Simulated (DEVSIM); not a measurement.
Device: Cr/La2O3/p-InP capacitor, at 250 K.

Layer 1 from the left is La2O3, thickness (nm) 15.0. Layer 2 from the left is InP, thickness (nm) 660, Na (cm⁻³) 8.8e17.

Metal gate on the left, work function 4.5 eV. Fixed charge at the semiconductor interface 0 cm⁻² (in units of +e); no interface traps.

This is a model device: material constants are rounded textbook-type values typed into the input, and sizes, dopings and lifetimes were drawn at random. Values at 300 K; Nc and Nv go as T^1.5, mobilities as T to minus their exponent, the gap by Varshni's rule with the affinity fixed.

La2O3: gap (eV) 5.8, affinity (eV) 1.8, permittivity 27. InP: gap (eV) 1.344, affinity (eV) 4.38, permittivity 12.5, Nc (cm⁻³) 5.7e17, Nv (cm⁻³) 1.1e19, Varshni α (eV/K) 0.000363, Varshni β (K) 162.

DEVSIM, 1D Poisson equation in equilibrium, Boltzmann statistics, complete ionisation; no quantum confinement or tunnelling. Metal contacts follow the ideal Schottky-Mott rule: no Fermi-level pinning, no interface dipoles.

Task: What does the simulation give for the minimum of the low-frequency capacitance, the flat-band voltage?

Result: minimum of the low-frequency capacitance 0.222 μF/cm²; flat-band voltage -1.19 V.
